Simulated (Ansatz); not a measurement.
Take AlZnInO$_{4}$ (space group R3m, No. 160; a = 3.256 Å, c = 25.617 Å (hexagonal axes); a hypothetical phase, not in the database extracts checked) as the base.

Levels (all Ansatz, an electronic-structure program, PAW): PBEsol (420 eV, without spin-orbit coupling); r2SCAN (500 eV, spin-orbit coupling left out); HSE06 (420 eV, scalar-relativistic without spin-orbit coupling).

One geometry, relaxed with PBEsol, under each level:

```tsv
level	band gap	lowest conduction level above the VBM at special points	pressure
PBEsol	1.80 eV	Γ 1.80 eV; T 2.83 eV; L 5.43 eV; F 5.54 eV	0.0 kbar
r2SCAN	2.39 eV	Γ 2.39 eV; T 3.32 eV; L 6.16 eV; F 6.25 eV	-4.8 kbar
HSE06	?	?	–
```

**Question.** Give the withheld HSE06 results.

**Answer.** 
- HSE06, band gap: 3.62 eV
- HSE06, lowest conduction level above the VBM at special points: Γ 3.62 eV; T 4.54 eV; L 7.46 eV

Single points use the geometry relaxed with PBEsol. Their cutoffs differ, which shifts pressures a little. The hybrid gap comes from the SCF mesh plus the semilocal run's edge points and a few special points and is an upper bound. No phonon test of stability was made.
